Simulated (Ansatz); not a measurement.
Take HfC in the rock salt structure (space group Fm-3m, No. 225; a = 4.6513 Å; relaxed with 0.1 eV smearing) as the base. Axes: x, y, z lie along the cube axes.

All numbers come from Ansatz (a quantum-chemistry and plane-wave program) PBE, no spin-orbit coupling.

Now apply this change: every lattice vector is shortened by 2.00 %; the atoms relax in the strained cell.

**Question.** Predict the stress tensor and what it implies for the stiffness.

**Answer.** Stress of the strained cell less that of the base (GPa, compression positive):
```
   16.0     0.0     0.0
    0.0    16.0     0.0
    0.0     0.0    16.0
```

Then B = −ΔP/(ΔV/V₀) with ΔV/V₀ = -0.0588 gives secant stiffness values (nonlinear terms included at this strain): B ≈ 272 GPa.

As a check, the harmonic strain energy −½ V₀ Δσ:ε is 38 meV/atom; the computed energy rise is 35 meV/atom.

Whether these cells are dynamically stable was not tested. The final runs are not spin-polarised.
